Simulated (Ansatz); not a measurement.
The starting structures come from a database of crystals and need not be the phases stable at ambient conditions.

The decay constant κ of evanescent states in the gap governs leakage through a thin film.

Input:

```
GaNaGe2O6
1.0
    5.55866     0.00000     0.00000
   -1.53961     6.56282     0.00000
    1.53961    -0.47235     6.54580
Na Ga Ge O
2 2 4 12
Direct
  0.25000   0.30199   0.30199
  0.75000   0.69801   0.69801
  0.25000   0.90527   0.90527
  0.75000   0.09473   0.09473
  0.27582   0.80718   0.38372
  0.72418   0.19282   0.61628
  0.22418   0.38372   0.80718
  0.77582   0.61628   0.19282
  0.19604   0.91672   0.63088
  0.80396   0.08328   0.36912
  0.30396   0.63088   0.91672
  0.69604   0.36912   0.08328
  0.37314   0.97738   0.18422
  0.62686   0.02262   0.81578
  0.12686   0.18422   0.97738
  0.87314   0.81578   0.02262
  0.49196   0.64689   0.37219
  0.50804   0.35311   0.62781
  0.00804   0.37219   0.64689
  0.99196   0.62781   0.35311
```

Space group of this cell: C2/c. The cell is taken as given; by r2SCAN its mean pressure is -6.8 GPa.

Transport runs along the normal of the first two printed cell vectors.

The gap is the functional's own. No spin-orbit coupling. Mid-gap values are interpolated on the energy grid.

Question: Give the band gap and the smallest decay constant κ at mid-gap that Ansatz (a quantum-chemistry and plane-wave program) with r2SCAN yields.

Answer: Gap 3.28 eV on a 6×6×6 mesh; κ = 0.288 1/Å, at the zone centre.
